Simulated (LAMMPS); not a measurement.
MD of Si (diamond structure) at zero pressure, 1000 atoms, as a crystal; each row is its own run.

Method: classical MD, pair style meam, file AlSiMgCuFe.meam, run in LAMMPS.

```csv
T (K),enthalpy (eV/atom)
200,-4.5778
300,-4.5511
1010,-4.3533
1270,-4.2760
1520,-4.1991
1770,-4.1178
2020,-4.0289
```

**Question.** Fit a straight line, y = a + b x, to these rows (x is the first column, y the second) and predict the run at x = 760.

**Answer.** Least squares gives a = -4.6444 and b = 0.0002975. At x = 760 the fit predicts -4.4183 eV/atom. The run itself gave -4.4252 ± 0.0006 eV/atom, so the fit is 6.9 meV/atom high.

Caution (rows 1520; 1770; 2020): this crystal lies over the melting point of about 1410 K that MEAM AlSiMgCuFe.meam gives, so it is superheated.
